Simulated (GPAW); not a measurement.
Band structure of BeCo (Pm-3m, 2 atoms in the cell).

```yaml
crystal:
  lattice:
    - [2.57175, 0.00000, 0.00000]
    - [0.00000, 2.57175, 0.00000]
    - [0.00000, 0.00000, 2.57175]
  atoms:
    - { symbol: Be, position: [0.00000, 0.00000, 0.00000] }
    - { symbol: Co, position: [0.50000, 0.50000, 0.50000], spin: 3.0 }
```
(The spins are starting values, not results.)

Method of the run: PBEsol, GPAW PAW datasets PBEsol (made by gpaw-setup) (plane waves; GPAW).

Settings: spinpol = true; mode = pw; ecut = 850 eV; xc = PBEsol; kpts = 9 9 9; mesh shift (steps) = 0 0 0; occupations.name = fermi-dirac; occupations.width = 0.1 eV; nbands = -10; symmetry.symmorphic = false; symmetry.tolerance = 0.0005; maxiter = 150; bandpath_npoints = 40.

The starting cell comes from a database of computed structures (which also holds hypothetical and non-ambient phases and stackings), without a prior relaxation at this level. The moments shrank to a small part of their start, a low-spin state that need not be the lowest.

Levels in eV from the Fermi level, bands 3 to 10 of the first spin channel:
```tsv
point	3	4	5	6	7	8	9	10
Γ	-2.91	-0.19	-0.19	-0.19	7.84	7.84	7.84	15.48
X	-2.40	-1.45	-1.45	-0.09	1.35	12.76	12.76	15.69
M	-1.41	-1.41	-0.97	-0.97	0.54	6.56	7.38	12.83
R	-4.13	0.59	0.59	6.76	6.76	6.76	7.46	7.46
```

Bands cross the Fermi level along this path, so the cell is metallic at this level.

The net moment of the cell came out as 0.32 μB.
